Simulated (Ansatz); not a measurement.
The starting structures come from a database of crystals and need not be the phases stable at ambient conditions.

 Where the default PAW files enter, the runs use the earlier of Ansatz's two default sets.

By PBEsol, the system below comes out a metal.

A figure of merit of an interconnect metal is its ballistic conductance per area.

Data:

```
CELL_PARAMETERS angstrom
      2.75200     0.00000     0.00000
      0.00000     3.09943     0.00000
      0.02050     0.00000     2.75192
ATOMIC_POSITIONS crystal
  Al 0.00000 0.00000 0.00000
  Ni 0.50000 0.50000 0.50000
```

Space group of this cell: Cmmm. The cell is taken as given.

The current flows along the normal of the first two printed cell vectors. No spin-orbit coupling; the value is a mean over 0.1 eV about the Fermi level.

Problem. Compute, with Ansatz (an electronic-structure program) with PBEsol, the ballistic conductance per area.

Solution. 0.99 × 10¹⁵ S/m² for both spins.
